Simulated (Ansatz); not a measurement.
Take ZrO$_{2}$ in the fluorite structure (space group Fm-3m, No. 225) as the base.

```
ZrO2
1.0
    0.00000     2.54466     2.54466
    2.54466     0.00000     2.54466
    2.54466     2.54466     0.00000
Zr O
1 2
Cartesian
  0.00000   0.00000   0.00000
  1.27233   1.27233   1.27233
  3.81699   3.81699   3.81699
```

All numbers come from r2SCAN (Ansatz, a quantum-chemistry and plane-wave program; PAW; 500 eV plane waves; scalar-relativistic without spin-orbit coupling).

One change was made to it. Results:

```json
[
 {"quantity": "lattice parameter a", "base": "5.089 Å", "after": "5.085 Å"},
 {"quantity": "electron mass (degenerate bands, along [100])", "base": "0.53, 2.1 mₑ (at Γ)", "after": "0.53, 2.1 mₑ (at Γ)"},
 {"quantity": "valley order (the lowest conduction-band minima on the path, energy above the VBM, named in the base's zone)", "base": "Γ 3.89 eV; X along ⟨100⟩ 4.29 eV; a point along ⟨110⟩, about 0.8 Å⁻¹ from Γ 4.29 eV; L along ⟨111⟩ 4.50 eV", "after": "Γ 3.89 eV; X along ⟨100⟩ 4.30 eV; a point along ⟨110⟩, about 0.8 Å⁻¹ from Γ 4.30 eV; L along ⟨111⟩ 4.51 eV"},
 {"quantity": "smallest direct gap", "base": "4.29 eV", "after": "4.30 eV"}
]
```

Task: Which change produced these results?
A) pressure −1 GPa
B) pressure 5 GPa
C) pressure 0.7 GPa

Result: C, pressure 0.7 GPa. For comparison, the valley order in the other runs: pressure −1 GPa gives Γ 3.87 eV; X along ⟨100⟩ 4.27 eV; a point along ⟨110⟩, about 0.8 Å⁻¹ from Γ 4.28 eV; L along ⟨111⟩ 4.48 eV; pressure 5 GPa gives Γ 3.94 eV; a point along ⟨110⟩, about 0.8 Å⁻¹ from Γ 4.36 eV; X along ⟨100⟩ 4.36 eV; L along ⟨111⟩ 4.58 eV.

Load acts through the strain it causes; cell and atoms are relaxed under it. Masses are band curvatures over ±0.01 Å⁻¹ around the edge. No phonon test of stability was made. Competing high-pressure phases were not computed. This is not the structure that ZrO2 has at room temperature and ambient pressure.
